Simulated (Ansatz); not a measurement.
Candidates (primitive cells; geometry: cell and atoms relaxed with PBEsol):
A. BaS (Fm-3m), a = 4.477 Å, b = 4.477 Å, c = 4.477 Å, α = 60.00°, β = 60.00°, γ = 60.00°
B. BaMgF4 (Cmc2_1), a = 7.567 Å, b = 7.567 Å, c = 5.822 Å, α = 90.00°, β = 90.00°, γ = 148.63°
C. BaO$_{2}$ (I4/mmm), a = b = c = 4.3040 Å, α = β = 128.00°, γ = 76.62°
D. BaZrO$_{3}$ (Pm-3m), a = b = c = 4.181 Å, α = β = γ = 90.00°
E. BaF$_{2}$ (Fm-3m), a = 4.3398 Å, b = 4.3398 Å, c = 4.3398 Å, α = 60.00°, β = 60.00°, γ = 60.00°

Q: Put the candidates in order of hole conductivity mass, highest first, for PBEsol, rigid bands in Ansatz (a program for electronic structure).

A: B (9.3 mₑ), E (4.4 mₑ), C (2.7 mₑ), D (1.99 mₑ), A (0.83 mₑ)

Masses are for dilute carriers at 300 K, harmonic means over directions unless an axis is named. Spin-orbit coupling is left out.

Formula and space group known from diffraction (Crystallography Open Database), not checked to be the room-temperature form: BaMgF4 (Cmc2_1), BaO2 (I4/mmm), BaS (Fm-3m).
